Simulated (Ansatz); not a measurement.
A self-consistent single point of PbSe₂O₅ (P2_1/c, 32 atoms in the cell) with Ansatz (an electronic-structure program).

Computed with LDA (PW92), default PAW files made with PBE (plane waves; Ansatz).

```yaml
crystal:
  lattice:
    - [4.60530, 0.00000, 0.00000]
    - [0.00000, 9.69306, 0.00000]
    - [-4.53705, 0.00000, 11.85016]
  atoms:
    - { symbol: Pb, position: [0.55024, 0.95695, 0.34564] }
    - { symbol: Pb, position: [0.44976, 0.45695, 0.15436] }
    - { symbol: Pb, position: [0.44976, 0.04305, 0.65436] }
    - { symbol: Pb, position: [0.55024, 0.54305, 0.84564] }
    - { symbol: Se, position: [0.14560, 0.64550, 0.41940] }
    - { symbol: Se, position: [0.85440, 0.14550, 0.08060] }
    - { symbol: Se, position: [0.85440, 0.35450, 0.58060] }
    - { symbol: Se, position: [0.14560, 0.85450, 0.91940] }
    - { symbol: Se, position: [0.90660, 0.75030, 0.61280] }
    - { symbol: Se, position: [0.09340, 0.25030, 0.88720] }
    - { symbol: Se, position: [0.09340, 0.24970, 0.38720] }
    - { symbol: Se, position: [0.90660, 0.74970, 0.11280] }
    - { symbol: O, position: [0.96360, 0.54300, 0.30760] }
    - { symbol: O, position: [0.03640, 0.04300, 0.19240] }
    - { symbol: O, position: [0.03640, 0.45700, 0.69240] }
    - { symbol: O, position: [0.96360, 0.95700, 0.80760] }
    - { symbol: O, position: [0.12160, 0.80700, 0.36460] }
    - { symbol: O, position: [0.87840, 0.30700, 0.13540] }
    - { symbol: O, position: [0.87840, 0.19300, 0.63540] }
    - { symbol: O, position: [0.12160, 0.69300, 0.86460] }
    - { symbol: O, position: [0.82150, 0.65700, 0.47650] }
    - { symbol: O, position: [0.17850, 0.15700, 0.02350] }
    - { symbol: O, position: [0.17850, 0.34300, 0.52350] }
    - { symbol: O, position: [0.82150, 0.84300, 0.97650] }
    - { symbol: O, position: [0.29480, 0.76800, 0.65380] }
    - { symbol: O, position: [0.70520, 0.26800, 0.84620] }
    - { symbol: O, position: [0.70520, 0.23200, 0.34620] }
    - { symbol: O, position: [0.29480, 0.73200, 0.15380] }
    - { symbol: O, position: [0.76990, 0.91000, 0.55790] }
    - { symbol: O, position: [0.23010, 0.41000, 0.94210] }
    - { symbol: O, position: [0.23010, 0.09000, 0.44210] }
    - { symbol: O, position: [0.76990, 0.59000, 0.05790] }
```

Reference input (self-consistent single point, DFT, PBEsol, plane waves, default PAW files made with PBE): kpoints.mp_grid.grid = 3 2 2; hamiltonian.xc = pbesol; hamiltonian.pseudopotentials = {kind: paw} (the program's default PAW files); scf.occupations.method = fermi_dirac; scf.occupations.width = 0.05 eV. This run's input differs from it in these lines:

Ansatz 0.2 input:
```diff
@@ -42,3 +42,3 @@
 hamiltonian:
-  xc: pbesol
+  xc: lda
   pseudopotentials: { kind: paw }
```

Output, abridged:

```
SCF iter   1: F=—  HF=-100558.611689 eV  |F-HF|=—  |Δ(HF+E_count)|=         —  Δρ=1.40e-2  dr2=9.75e-1  ethr=1.77e-3  ⟨swp⟩=5.8  Hψ=5886  notcnv=0  defer=21
all-band conjugate gradients solve this SCF's bands
preconditioner: auto → Resta (q_TF=auto, 2.488 Å⁻¹)
SCF iter   2: F=—  HF=-100558.381891 eV  |F-HF|=—  |Δ(HF+E_count)|=   2.30e-1  Δρ=4.67e-3  dr2=7.19e-2  ethr=3.21e-4  ⟨swp⟩=2.0  Hψ=2480  notcnv=0  defer=212
   [... lines left out ...]
SCF iter   7: F=—  HF=-100558.359395 eV  |F-HF|=—  |Δ(HF+E_count)|=   2.94e-4  Δρ=3.02e-5  dr2=5.10e-6  ethr=1.53e-8  ⟨swp⟩=2.2  Hψ=2692  notcnv=0  defer=212
SCF iter   8: F=—  HF=-100558.359397 eV  |F-HF|=—  |Δ(HF+E_count)|=   2.62e-6  Δρ=2.76e-5  dr2=3.76e-6  ethr=1.68e-9  ⟨swp⟩=2.0  Hψ=2156  notcnv=0  defer=212
SCF iter   9: F=—  HF=-100558.359397 eV  |F-HF|=—  |Δ(HF+E_count)|=   5.36e-7  Δρ=4.52e-6  dr2=1.30e-7  ethr=1.24e-9  ⟨swp⟩=2.0  Hψ=2060  notcnv=0  defer=212
SCF iter  10: F=-100558.359397 eV  HF=-100558.359397 eV  |F-HF|=8.15e-9  |Δ(HF+E_count)|=   4.87e-8  Δρ=2.21e-6  dr2=3.28e-8  ethr=3.29e-11  ⟨swp⟩=9.6  Hψ=6109  notcnv=0
SCF 1 converged in 10 iterations: F = -100558.359397 eV  dr2 = 3.28e-8
Free energy (F): -100558.359397 eV
Internal energy: -100558.359397 eV  (E = F + TS)
E sigma→0 (E₀):  -100558.359397 eV
Fermi energy:    6.789821 eV
--- Forces (eV/Å), atoms counted from 1 ---
  atom   1  Pb    -0.45842288     0.13939063     0.35350109
  atom   2  Pb     0.45842288     0.13939063    -0.35350109
  atom   3  Pb     0.45842288    -0.13939063    -0.35350109
  atom   4  Pb    -0.45842288    -0.13939063     0.35350109
  atom   5  Se    -0.32586186     0.24046064    -0.73786861
   [... 23 lines left out ...]
  atom  29  O     -0.02129885    -0.23458310     0.01527886
  atom  30  O      0.02129885    -0.23458310    -0.01527886
  atom  31  O      0.02129885     0.23458310    -0.01527886
  atom  32  O     -0.02129885     0.23458310     0.01527886
--- Stress (GPa, compression-positive) ---
       -6.821156       0.000000      -0.349577
        0.000000      -7.577964       0.000000
       -0.349577       0.000000      -6.211918
  P = ⅓ Tr σ = -6.8703 GPa (-68.703 kbar)
  The stress holds the Pulay correction. Without it, at fixed plane waves, as pw.x and ABINIT print it: P = -7.5125 GPa
```

The run converged in 10 iterations. Against the reference run the pressure goes from -3.64 to -6.87 GPa, the largest force goes from 0.540 to 0.842 eV/Å and the gap on the mesh goes from 3.354 to 3.319 eV.

The starting cell comes from a database of published, mostly measured structures (it also holds non-ambient and calculated ones), without a prior relaxation at this level. Its lattice was rescaled by a random factor within 2.5 % of one. Spin-orbit coupling is off. With a pressure of about -7 GPa the cell is away from its equilibrium volume at this level. Ansatz's pressure includes its estimate of the finite-basis (Pulay) stress. Without the estimate this run gives -7.51 GPa.

Cost on one core of a shared machine: roughly 40 s.
